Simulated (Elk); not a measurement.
```yaml
crystal:
  lattice:
    - [4.19634, 0.00000, 0.00000]
    - [-2.09817, 3.63414, 0.00000]
    - [0.00000, 0.00000, 6.84037]
  atoms:
    - { symbol: Lu, position: [0.66667, 0.33333, 0.73018] }
    - { symbol: Lu, position: [0.66667, 0.33333, 0.26153] }
    - { symbol: Ga, position: [0.00000, 0.00000, 0.47569] }
    - { symbol: Ga, position: [0.00000, 0.00000, 0.04673] }
    - { symbol: Ga, position: [0.33333, 0.66667, 0.94715] }
    - { symbol: Cu, position: [0.33333, 0.66667, 0.53871] }
```

Method: Elk with LDA (PW92), all-electron FP-LAPW, Elk's shipped species files, APW+lo basis with extra local orbitals.

The set-up and first iterations of an Elk log for Lu₂Ga₃Cu (P3m1, 6 atoms in the cell):

```
│ Elk code version 10.2.4 │

All units are atomic (Hartree, Bohr, etc.)

│ Ground-state run starting from atomic densities │

Lattice vectors :
   7.929933279      0.1110190659E-07   0.000000000
  -3.964966649       6.867523665       0.000000000
   0.000000000       0.000000000       12.92642778

Unit cell volume      :    703.9603886
Brillouin zone volume :   0.3523638794

Muffin-tin inner radius fraction :   0.1000000000E-01

Nuclei treated as point charges

Species :    1 (Lu)
 parameters loaded from : Lu.in
 name : lutetium
 nuclear charge    :   -71.00000000
 electronic charge :    71.00000000
 atomic mass :    318945.3295
 muffin-tin radius :    2.604000000
 number of radial points in muffin-tin :    697
 atomic positions (lattice), magnetic fields (Cartesian) :
   1 :   0.33333333  0.66666667  0.19147000    0.00000000  0.00000000  0.00000000
   2 :   0.33333333  0.66666667  0.72282000    0.00000000  0.00000000  0.00000000

   [... lines left out ...]
 using average radius
Maximum |G+k| for APW functions       :    3.395585739
Maximum (1/2)|G+k|²                   :    5.765001254
Maximum |G| for potential and density :    16.00000000
 potential will be trimmed for |G| > 2 gkmax
Constant for pseudocharge density :   10
Radial integration step length :    4

G-vector grid sizes :     42    42    70
Number of G-vectors :    48647

Maximum angular momentum used for
 APW functions                      :    8
 outer part of muffin-tin           :    6
 inner part of muffin-tin           :    3

Total nuclear charge    :   -264.0000000
Total core charge       :    158.0000000
Total valence charge    :    106.0000000
Total excess charge     :    0.000000000
Total electronic charge :    264.0000000

Effective Wigner radius, rₛ :   0.8602378791

Number of empty states         :   24
Total number of valence states :   77
Total number of core states    :  158

Conduction state local-orbitals added automatically
Total number of local-orbitals :  511

Exchange-correlation functional :      3     0     0
 Perdew-Wang/Ceperley-Alder, Phys. Rev. B 45, 13244 (1992)
 gradient requirement :    0
 local density approximation (LDA)

Smearing type :    0
 Gaussian
Smearing width :   0.4997910000E-02
Effective electronic temperature (K) :    1578.215154

Mixing type :    3
 Broyden mixing, J. Phys. A: Math. Gen. 17, L317 (1984)

Kohn-Sham potential initialised from atomic data
│ Self-consistent loop started │
│ Loop number : 1 │
 total energy                :     -36587.3214935
│ Loop number : 2 │
 total energy                :     -36591.1321359
RMS change in Kohn-Sham potential (target) :   0.3684565556     (  0.1000000000E-05)
Absolute change in total energy (target)   :    3.810642467     (  0.1000000000E-03)
│ Loop number : 3 │
 total energy                :     -36612.3730937
RMS change in Kohn-Sham potential (target) :   0.2402405347     (  0.1000000000E-05)
Absolute change in total energy (target)   :    22.19361837     (  0.1000000000E-03)
│ Loop number : 4 │
 total energy                :     -36625.5642965
RMS change in Kohn-Sham potential (target) :   0.8213365573E-01 (  0.1000000000E-05)
Absolute change in total energy (target)   :    18.73960742     (  0.1000000000E-03)
│ Loop number : 5 │
 total energy                :     -36629.3368714
RMS change in Kohn-Sham potential (target) :   0.2484591132E-01 (  0.1000000000E-05)
Absolute change in total energy (target)   :    8.457476779     (  0.1000000000E-03)
│ Loop number : 6 │
 total energy                :     -36630.1639221
RMS change in Kohn-Sham potential (target) :   0.3270254200E-01 (  0.1000000000E-05)
Absolute change in total energy (target)   :    2.941419814     (  0.1000000000E-03)
│ Loop number : 7 │
 total energy                :     -36629.0213189
RMS change in Kohn-Sham potential (target) :   0.4204230408E-01 (  0.1000000000E-05)
   [... lines left out ...]
```

Task: Will this run converge, and how will it end?

Result: The run ended unconverged after 100 iterations. It gives no final result for the task that was set. The log goes on:

```
 total energy                :     -36622.0205828
RMS change in Kohn-Sham potential (target) :   0.4426946019E-02 (  0.1000000000E-05)
   [... lines left out ...]
RMS change in Kohn-Sham potential (target) :   0.8604927871E-02 (  0.1000000000E-05)
Absolute change in total energy (target)   :    5.209559156     (  0.1000000000E-03)
│ Loop number : 98 │
 total energy                :     -36622.1245571
RMS change in Kohn-Sham potential (target) :   0.4972473697E-02 (  0.1000000000E-05)
Absolute change in total energy (target)   :   0.7331578028     (  0.1000000000E-03)
│ Loop number : 99 │
 total energy                :     -36622.1399933
RMS change in Kohn-Sham potential (target) :   0.4947762093E-02 (  0.1000000000E-05)
Absolute change in total energy (target)   :   0.1987257427     (  0.1000000000E-03)
│ Loop number : 100 │
Reached self-consistent loops maximum

Energies :
 Fermi                       :     0.303307136516
 total energy                :     -36629.4730082

Density of states at Fermi energy :    43.55535324
 (states/Hartree/unit cell)

Estimated indirect band gap :   0.4351086334E-02
 from k-point     12 to k-point      1
Estimated direct band gap   :   0.1514622265E-01
 at k-point     25

Charges :
 core                        :    158.0000000
 valence                     :    106.0000000
 interstitial                :    9.519799496
 muffin-tins (core leakage)
  species :    1 (Lu)
   atom    1                 :    69.03281328     (  0.2814893243E-05)
   atom    2                 :    69.00723567     (  0.2798926040E-05)
  species :    2 (Ga)
   atom    1                 :    29.50604805     (  0.1884058635E-02)
   atom    2                 :    29.47377068     (  0.1878702226E-02)
   atom    3                 :    29.47623741     (  0.1877969273E-02)
  species :    3 (Cu)
   atom    1                 :    27.98409540     (  0.4188054155E-03)
 total in muffin-tins        :    254.4802005
 total calculated charge     :    263.9697509
 total charge                :    264.0000000
 error                       :   0.3024905666E-01

│ Self-consistent loop stopped │
```

The starting cell comes from a database of computed structures (which also holds hypothetical and non-ambient phases and stackings), without a prior relaxation at this level. For this run, on top of that: lattice scaled by 0.98. Spin-orbit coupling is off. Values depend on the basis (sphere radii, cutoffs, local orbitals), which need not be converged.

The run was DFT, LDA (PW92), all-electron FP-LAPW, Elk's shipped species files, APW+lo basis with extra local orbitals. Main settings of its input:

```
key              value
-------  -------------
rgkmax               8
stype                0
swidth   0.00499791 Ha
ngridk           6 6 3
gmaxvr       16 1/bohr
nxlo                 2
lorbcnd           true
rmtscf            0.93
lmaxi                3
maxscl             100
```
